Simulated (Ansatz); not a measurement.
## A self-consistent single point of Si (R-3, 8 atoms in the cell) with Ansatz

Method: LDA (PW92), default PAW files made with PBE (plane waves; Ansatz, a quantum-chemistry and plane-wave program).

The input file:

Ansatz 0.2 input:
```yaml
# Si
crystal:
  lattice:
    - [4.727375, 2.729351, 1.889652]
    - [-4.727375, 2.729351, 1.889652]
    - [0.000000, -5.458702, 1.889652]
  atoms:
    - { symbol: Si, position: [0.017100, 0.714910, 0.518760] }
    - { symbol: Si, position: [0.982900, 0.285090, 0.481240] }
    - { symbol: Si, position: [0.518760, 0.017100, 0.714910] }
    - { symbol: Si, position: [0.481240, 0.982900, 0.285090] }
    - { symbol: Si, position: [0.714910, 0.518760, 0.017100] }
    - { symbol: Si, position: [0.285090, 0.481240, 0.982900] }
    - { symbol: Si, position: [0.712850, 0.712850, 0.712850] }
    - { symbol: Si, position: [0.287150, 0.287150, 0.287150] }
basis:
  ecutwfc: 420.0 eV
kpoints:
  mp_grid:
    grid: [7, 7, 7]
hamiltonian:
  xc: lda
  pseudopotentials:
    kind: paw
scf:
  occupations:
    method: gaussian
    width: 0.1 eV
output:
  forces: true
  eigenvalues: true
  stress: true
```

The program printed (abridged):

```
WARN ansatz: RAYON_NUM_THREADS=1 ignored (pool sized by the plan → 1); use --threads N
Pseudopotentials: kind: paw
Pseudopotential: Si, paw, valence charge 4
Crystal: 8 atoms, lattice volume = 146.289 Å³
Basis set: ecut = 420 eV, 2875 PW (Γ)
Bands: 24, of which v1, the nominal top of the filled ones, is band 16 counted from 1 (15 counted from 0)
Symmetry: 6 space group operations
Space group: R-3 (ITA 148), of the structure as read, at distance tolerance 5.3e-5 Å
k-points: 60 of 343
PAW frozen core: Si, regenerated for the run's functional, and the local potential with it
Initial density: superposition of atomic densities (neutral atoms: chi_scale 0, normalization atom), corrected by the library's trained network
Initial wavefunctions: pseudopotential atomic-orbital guess
Eigensolver: davidson
Functional: x = slater, c = lda
SCF iter   1: F=—  HF=-4868.158722 eV  |F-HF|=—  |Δ(HF+E_count)|=         —  Δρ=4.09e-3  dr2=2.11e-2  ethr=1.77e-3  ⟨swp⟩=6.9  Hψ=8418  notcnv=0
all-band conjugate gradients solve this SCF's bands
preconditioner: auto → Kerker (q_TF=auto, 2.118 Å⁻¹)
SCF iter   2: F=—  HF=-4868.155431 eV  |F-HF|=—  |Δ(HF+E_count)|=   3.29e-3  Δρ=2.40e-3  dr2=7.60e-3  ethr=6.60e-5  ⟨swp⟩=1.1  Hψ=1929  notcnv=0
SCF iter   3: F=—  HF=-4868.153296 eV  |F-HF|=—  |Δ(HF+E_count)|=   2.13e-3  Δρ=2.04e-4  dr2=5.64e-5  ethr=2.38e-5  ⟨swp⟩=2.8  Hψ=2280  notcnv=0
SCF iter   4: F=—  HF=-4868.153284 eV  |F-HF|=—  |Δ(HF+E_count)|=   1.15e-5  Δρ=5.42e-5  dr2=5.27e-6  ethr=1.76e-7  ⟨swp⟩=2.0  Hψ=2213  notcnv=0
SCF iter   5: F=—  HF=-4868.153284 eV  |F-HF|=—  |Δ(HF+E_count)|=   6.30e-7  Δρ=1.00e-5  dr2=2.81e-7  ethr=1.65e-8  ⟨swp⟩=2.0  Hψ=2241  notcnv=0
SCF iter   6: F=-4868.153284 eV  HF=-4868.153284 eV  |F-HF|=5.22e-9  |Δ(HF+E_count)|=   5.05e-8  Δρ=1.49e-6  dr2=8.65e-9  ethr=3.13e-10  ⟨swp⟩=9.2  Hψ=7111  notcnv=0
SCF 1 converged in 6 iterations: F = -4868.153284 eV  dr2 = 8.65e-9
SCF converged after 6 iterations
Free energy (F): -4868.153284 eV
Harris-Foulkes:  -4868.153284 eV  (|F-HF|=5.22e-9)
Internal energy: -4868.150918 eV  (E = F + TS)
E sigma→0 (E₀):  -4868.152101 eV
Entropy (-TS):   -0.002365 eV (-0.296 meV/atom)
Fermi energy:    7.316081 eV
--- Per-component energies (eV) ---
  E_band       = 63.269038
  E_kinetic    = 322.255503
  E_local      = -155.290341  (includes V_loc(G=0)·N_el)
  E_nonlocal   = 214.386020
  E_hartree    = 40.717360
  E_xc         = -438.773723
  E_vxc        = -377.477816  (∫ρ·V_xc dr)
  E_paw        = -3888.029983  (= ΣΔE_a)
  E_vpaw       = -22.038930  (= ΣTr[D̂ρ^β])
  E_aug_tail   = 0.000046  (compensation charges beyond the density's cutoff)
  E_ewald      = -964.090446
  E_core_change = 0.674646  (= ΣΔE_core)
  E_smearing   = -0.002365  (= −TS)
  E_closure    = -0.000000  (closes the sum)
  Σ components = -4868.153284   (vs F -4868.153284, Δ=0.00e0)
--- Forces (eV/Å), atoms counted from 1 ---
  atom   1  Si    -0.01842961     0.02055251     0.01676704
  atom   2  Si     0.01842961    -0.02055251    -0.01676704
  atom   3  Si    -0.00858419    -0.02623677     0.01676704
  atom   4  Si     0.00858419     0.02623677    -0.01676704
  atom   5  Si     0.02701380     0.00568426     0.01676704
  atom   6  Si    -0.02701380    -0.00568426    -0.01676704
  atom   7  Si     0.00000000     0.00000000     0.00118867
  atom   8  Si    -0.00000000    -0.00000000    -0.00118867
  max |Σ_I F_I| component: 5.20e-17 eV/Å
--- Stress (GPa, compression-positive) ---
       -3.671425       0.000000      -0.000000
       -0.000000      -3.671425      -0.000000
       -0.000000      -0.000000      -3.383435
  P = ⅓ Tr σ = -3.5754 GPa (-35.754 kbar)
  The stress holds the Pulay correction. Without it, at fixed plane waves, as pw.x and ABINIT print it: P = -3.6178 GPa
--- Band table (eV; the first three rows and the last of 60) ---
  k-point 0: bands = ["-5.3723", "-0.9862", "-0.6102", "-0.6102", "-0.3681", "0.8149", "0.8149", "0.9262", "2.4558", "2.4558", "3.0127", "3.3094", "3.3094", "5.9385", "5.9385", "6.4536", "8.9752", "9.2188", "9.2188", "11.2117", "11.2117", "11.8088", [...]
  k-point 1: bands = ["-5.2509", "-1.3376", "-1.0633", "-0.7006", "-0.4561", "0.7346", "0.9524", "1.3859", "2.2514", "2.7206", "3.4713", "3.7126", "4.0462", "5.4239", "5.5895", "6.2441", "9.2071", "9.7059", "9.7852", "10.3422", "10.5903", "10.9781", [...]
  k-point 2: bands = ["-4.8953", "-2.3185", "-1.4215", "-0.9513", "-0.5804", "0.4901", "1.3136", "2.2515", "2.2948", "3.4886", "4.0500", "4.4913", "4.6996", "4.9792", "5.4394", "6.2699", "8.5524", "8.9233", "9.6532", "9.7608", "10.3950", "10.6199", [...]
  k-point 59: bands = ["-3.3676", "-2.9164", "-2.5094", "-1.9845", "-1.3625", "-1.0001", "2.6443", "3.5123", "3.6316", "4.0765", "4.4592", "4.8469", "5.1131", "5.7372", "7.0889", "7.2966", "8.5786", "9.0237", "9.2002", "9.5624", "10.0698", [...]
```

The run converged in 6 iterations.

The starting cell comes from a database of computed structures (which also holds hypothetical and non-ambient phases and stackings), without a prior relaxation at this level. Its lattice was rescaled by up to half a per cent. With a pressure of about -4 GPa the cell is away from its equilibrium volume at this level. Ansatz's pressure includes its estimate of the finite-basis (Pulay) stress.
